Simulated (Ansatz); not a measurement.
A (4,4) AlN nanotube has 16 atoms in a period of 3.146 Å, a mean diameter of 6.92 Å, and lies 75 meV/atom over the flat sheet relaxed at the same level.

Method: PBE (plane waves to 420 eV, PAW; Ansatz, a quantum-chemistry and plane-wave program). Mesh 1×1×10. No spin polarisation. Periodic along z alone, with about 11 Å of vacuum beside it. A hypothetical model, rolled from the flat sheet. Symmetry and one short period hold its shape; lower forms weren't sought.

Problem. Which bending rigidity of the sheet does this imply in the thin-plate picture?

Solution. A plate bent to radius R stores D/(2R²) an area. The area an atom is π × 6.92 × 3.146/16 = 4.27 Å², so the stored energy is 0.075/4.27 = 0.0176 eV/Å². With R = 3.460 Å, D = 2R² × 0.0176 = 0.42 eV.
